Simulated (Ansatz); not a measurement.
**HgS: response to strain**

Take HgS in the zinc blende structure (space group F-43m, No. 216) as the base.

```cif
data_Hg4S4
_chemical_formula_sum 'Hg4 S4'
_space_group_name_H-M_alt 'F-43m'
_space_group_IT_number 216
_space_group_name_Hall 'F -4 2 3'
_cell_length_a 5.87586
_cell_length_b 5.87586
_cell_length_c 5.87586
_cell_angle_alpha 90.000
_cell_angle_beta 90.000
_cell_angle_gamma 90.000
loop_
_atom_site_label
_atom_site_type_symbol
_atom_site_symmetry_multiplicity
_atom_site_Wyckoff_symbol
_atom_site_fract_x
_atom_site_fract_y
_atom_site_fract_z
_atom_site_occupancy
Hg1 Hg 4 a 0.00000 0.00000 0.00000 1
S1 S 4 d 0.75000 0.75000 0.75000 1
```
(The calculation used a cell of 2 atoms; values per cell refer to that cell.)

Strains are applied to the cell and any free atomic positions relax.

Level of theory: plane-wave PAW DFT at the PBEsol level (Ansatz, an electronic-structure program, 420 eV), scalar-relativistic without spin-orbit coupling.

Notes on the quantities. energy relative to the base: free energy F.

```csv
isotropic strain (%),energy relative to the base (meV/atom)
-2.5,29.7
-1.5,10.3
-1,4.5
-0.5,1.1
0,0.0
0.5,1.1
2,15.9
2.5,?
3,34.4
```

**Question.** Fit ΔE = Aε² + Bε³ (ε in %) to the rows shown and predict the withheld row.

**Answer.** Least squares on the printed values gives A = 4.33 and B = -0.17 meV/atom (largest residual 0.1 meV/atom); this predicts 24.4 meV/atom, and the run gives 24.4 meV/atom, in agreement.

A case with no gap was solved on a k-mesh chosen for an insulator, which is coarse for it. No phonon test of stability was made. All final runs are without spin polarisation.
